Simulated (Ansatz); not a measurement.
Input:

```xyz
2
Lattice="2.9497 0.0000 0.0000 1.4748 2.5545 0.0000 1.4748 -0.8515 2.4423" Properties=species:S:1:pos:R:3 pbc="T T T"
O      0.0000     0.0000     0.0000
Mg     1.4748     0.8515     1.2211
```

No spin polarisation.

Computed with PBEsol (Ansatz, a quantum-chemistry and plane-wave program; PAW; 420 eV plane waves; no SOC), earlier PAW set. Γ-centred 13×13×13 mesh, Fermi–Dirac width 0.05 eV.

Question: What gap character does the calculation give?

Answer: Direct at Γ.

Question: What is the computed pressure (mean of the normal stresses, compression positive)?

Answer: 27.9 kbar.

The cells carry an imposed strain or load. Whether these cells are dynamically stable was not tested. The cell was made from MgO in the rock salt structure (space group Fm-3m, No. 225) by this change: biaxial strain −1.03 %, plane normal [111], relaxed out of plane.
